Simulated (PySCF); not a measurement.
PySCF 2.14.0, unrestricted WB97X/def2-svp, df: 1,5-cyclooctadiene cation (C1=CCCC=CCC1), charge +1, multiplicity 2, 20 atoms. The geometry is a generated start, not checked to be a minimum at this level.

- task = energy
- method = wb97x
- basis = def2-svp
- two-electron scheme = density fitting
- mol.max_memory = 3000 MB
- mf.max_cycle = 100
- mf.init_guess = minao (default)
- mf.DIIS = CDIIS (default)
- mf.diis_space = 8 (default)
- mf.conv_tol = 1e-09 (default)
- mf.grids.level = 3 (default)
- basis functions = 172
- grid points = 230640

```xyz
20

C     -0.6649    -1.7112    -0.1131
C      0.6595    -1.7152    -0.1094
C      1.5343    -0.5703    -0.5246
C      1.5346     0.5638     0.5290
C      0.6649     1.7121     0.1121
C     -0.6595     1.7144     0.1099
C     -1.5344     0.5699     0.5240
C     -1.5345    -0.5645    -0.5307
H     -1.1846    -2.5916     0.2422
H      1.1781    -2.5956     0.2472
H      1.1929    -0.1623    -1.4795
H      2.5532    -0.9347    -0.6640
H      2.5540     0.9261     0.6719
H      1.1881     0.1573     1.4829
H      1.1872     2.5917    -0.2398
H     -1.1779     2.5959    -0.2435
H     -1.1939     0.1611     1.4789
H     -2.5535     0.9348     0.6630
H     -1.1890    -0.1565    -1.4834
H     -2.5545    -0.9253    -0.6730
```

Charge 1 and multiplicity 2 are set for this test and not shown to be the ground state.

One run each on 2 threads, 1 BLAS thread. Values of level_shift (Hartree) tried: 0 (default), 0.1, 0.3, 1.

How does the count of Fock builds change with level_shift (Hartree), and where is it least?

Fewest Fock builds, within one of each other: 0 (default) with 20, 0.1 with 19, 0.3 with 19. The count rises to 33 at 1. All converge to one solution.

| level_shift (Hartree) | Fock builds | end |
|---|---|---|
| 0 (default) | 20 | same solution |
| 0.1 | 19 | same solution |
| 0.3 | 19 | same solution |
| 1 | 33 | same solution |
